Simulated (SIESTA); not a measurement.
Worked example: self-consistent single point of a (001) slab of Cu3Sn (cut from a parent of space group no. 62; 16 atoms in the cell) in SIESTA.

Computed with VDW KBM, numerical atomic orbitals DZP, PseudoDojo PBE standard norm-conserving potentials (rewritten from UPF to PSML) in SIESTA.

```xyz
16
Lattice="7.2421 0.0000 0.0000 0.0000 9.6011 0.0000 0.0000 0.0000 22.2683" Properties=species:S:1:pos:R:3 pbc="T T T"
Cu     0.2607     2.4003    12.3673
Cu     3.8818     2.4003    11.0571
Cu     6.9814     7.2008    14.2683
Cu     3.3603     7.2008     9.1560
Cu     1.3470     0.6049     9.0019
Cu     4.9681     4.1957     8.0000
Cu     5.8951     5.4054    11.2112
Cu     2.2740     8.9962    12.2131
Cu     5.8951     8.9962    11.2112
Cu     2.2740     5.4054    12.2131
Cu     1.3470     4.1957     9.0019
Cu     4.9681     0.6049     8.0000
Sn     2.8244     2.4003    13.6389
Sn     6.4455     2.4003     9.7854
Sn     4.4177     7.2008    12.9967
Sn     0.7966     7.2008    10.4277
```

Reference input (self-consistent single point, DFT, GGA PBE, numerical atomic orbitals DZP, PseudoDojo PBE standard norm-conserving potentials (rewritten from UPF to PSML)): XC.functional = GGA; XC.authors = PBE; potentials = PseudoDojo PBE standard; PAO.BasisSize = DZP; PAO.EnergyShift = 0.005 Ry; MeshCutoff = 350 Ry; kgrid.MonkhorstPack = 3 3 1; OccupationFunction = MP; OccupationMPOrder = 0; ElectronicTemperature = 0.1 eV; MaxSCFIterations = 150; SCF.Mixer.Method = Pulay. This run's input differs from it in these lines:

```diff
@@ -36,4 +36,4 @@
 
-XC.functional                GGA
-XC.authors                   PBE
+XC.functional                VDW
+XC.authors                   KBM
 PAO.BasisSize                DZP
```

Output, abridged:

```
        iscf     Eharris(eV)        E_KS(eV)     FreeEng(eV)     dDmax    Ef(eV) dHmax(eV)
   scf:    1   -68525.318965   -69904.666755   -69905.115008  3.548215 -0.066232 71.590878
   scf:    2   -68739.132093   -70020.080652   -70020.235293  4.384169 -4.445099145.962159
   scf:    3   -70050.409025   -70485.716399   -70485.756165  2.089735 -4.325821 54.862485
   scf:    4   -70563.220647   -70559.046587   -70559.084767  0.959511 -4.126998 26.833792
   scf:    5   -70570.137042   -70566.756738   -70566.825105  0.190781 -4.171868 22.870495
   [... 10 lines left out ...]
   scf:   16   -70576.758612   -70576.758578   -70576.826529  0.000424 -3.871244  0.003253
   scf:   17   -70576.758569   -70576.758574   -70576.826532  0.000324 -3.872400  0.003306
   scf:   18   -70576.758593   -70576.758584   -70576.826532  0.000238 -3.873001  0.000610
   scf:   19   -70576.758587   -70576.758585   -70576.826532  0.000037 -3.873108  0.000357
SCF Convergence by DM+H criterion
max |DM_out - DM_in|         :     0.0000371821
max |H_out - H_in|      (eV) :     0.0003572740
SCF cycle converged after 19 iterations

Using DM_out to compute the final energy and forces

siesta: E_KS(eV) =           -70576.7586

siesta: E_KS - E_eggbox =    -70576.7586

siesta: Atomic forces (eV/Ang):
     1    0.554802    0.000000   -0.384767
     2    0.048664   -0.000000    0.182030
     3   -0.528098    0.000000   -1.256241
     4   -0.351507   -0.000000    0.601931
     5   -0.270472    0.107311    0.764936
     6    0.123844   -0.481508    1.272163
     7    0.038446    0.303511   -0.185203
     8    0.114712   -0.093604   -0.358329
     9    0.038446   -0.303511   -0.185203
    10    0.114712    0.093604   -0.358329
    11   -0.270472   -0.107311    0.764936
   [... lines left out ...]
siesta: FreeEng =    -70576.826532
   [... lines left out ...]

siesta: Cell volume =       1548.359630 Ang**3

siesta: Pressure (static):
siesta:                Solid            Molecule  Units
siesta:          -0.00021697         -0.00015175  Ry/Bohr**3
siesta:          -0.01992138         -0.01393302  eV/Ang**3
siesta:         -31.91756183        -22.32316335  kBar

siesta: Electric dipole (a.u.)  =    0.000000    0.000000   -0.303046
siesta: Electric dipole (Debye) =    0.000000    0.000000   -0.770266
```

The run converged in 19 iterations. Against the reference run the largest force goes from 1.513 to 1.557 eV/Å. The full log also holds: “xc_check: WARNING: Pseudopotential generated with GGA PBE functional”.

The starting cell was generated: these elements placed on a structure prototype, without a prior relaxation; it need not be a known phase or ordering of this composition. The slab is cut from that crystal, and its faces are unrelaxed. Its lattice was rescaled in the plane by a random factor within 2.5 % of one. Spin polarisation is off. Values carry the incompleteness of an atom-centred basis. Forces in this geometry exceed 1 eV/Å.

Cost on one core of a shared machine: roughly 9 min.
